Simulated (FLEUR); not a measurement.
**Converging the basis cutoff: Tc (P-3m1, 2 atoms in the cell)**

```yaml
crystal:
  lattice:
    - [1.36315, -2.36104, 0.00000]
    - [1.36315, 2.36104, 0.00000]
    - [0.00000, 0.00000, 4.36805]
  atoms:
    - { symbol: Tc, position: [0.33333, 0.66667, 0.26145] }
    - { symbol: Tc, position: [0.66667, 0.33333, 0.75000] }
```

Method: PBEsol, all-electron FLAPW (FLEUR), scalar-relativistic valence in FLEUR.

Base settings: Kmax = 4.3 1/bohr; GmaxXC = 17.2 1/bohr; xcFunctional = PBEs; jspins = 1; l_soc = F; mode = hist; fermiSmearingEnergy = 0.00367493 Htr; mesh (inpgen div1-3) = 5 5 3; inpgen gamma flag = false; Gmax = 17.2 1/bohr.

Moved along: Gmax, GmaxXC.

The second cell is the first with its lattice scaled by 0.98.

The mesh stays at the base's, so the ladder's end is converged at best in this setting alone.

Only quantities that move along the ladder and can be compared are tabulated.

The starting cell has typed, rounded lattice constants, without a prior relaxation at this level. Its lattice was rescaled by up to half a per cent. One atom was moved a little off its site on purpose. Spin polarisation is off. Values depend on the basis (sphere radii, cutoffs, local orbitals), which need not be converged.

| Kmax | free energy less the last step's (meV/atom) | energy of the compressed cell less the first (meV/atom) | largest difference of a force vector from the last step's (eV/Å) |
|---|---|---|---|
| 2.54 1/bohr | 5009.22 | 173.07 | 1.568 |
| 2.72 1/bohr | 2552.92 | 59.28 | 0.457 |
| 2.88 1/bohr | 1194.17 | 171.50 | 0.006 |
| 3.04 1/bohr | 632.93 | 68.76 | 0.106 |
| 3.19 1/bohr | 350.45 | 53.54 | 0.042 |
| 3.33 1/bohr | 200.01 | 34.98 | 0.019 |
| 3.6 1/bohr | 73.70 | 47.86 | 0.001 |
| 3.85 1/bohr | 29.18 | 50.22 | 0.003 |
| 4.08 1/bohr | 12.83 | 50.20 | 0.003 |
| 4.3 1/bohr | 6.20 | 50.26 | 0.003 |
| 4.51 1/bohr | 3.57 | 50.04 | 0.002 |
| 4.71 1/bohr | 2.25 | 49.92 | 0.001 |
| 5 1/bohr | 1.14 | 49.73 | 0.001 |
| 5.27 1/bohr | 0.56 | 49.56 | 0.001 |
| 5.69 1/bohr | 0.00 | 49.37 | 0.000 |

State of the free energy at the end of the ladder: still drifting one way, by 1.1 meV/atom over the last two steps, so the last step is no safe reference.

Coarsest Kmax that holds the energy of the compressed cell less the first within 2 meV/atom of the last step, with all finer ones: 3.6 1/bohr; the step before is off by 14 meV/atom.

Coarsest Kmax that holds the forces within 0.01 eV/Å of the last step, with all finer ones: 3.6 1/bohr; the step before is off by 0.019 eV/Å.

Two neighbours can agree and both be off: 3.85 1/bohr and 4.08 1/bohr differ by 0.02 meV/atom in the energy of the compressed cell less the first, yet lie about 0.83 meV/atom from the last step.
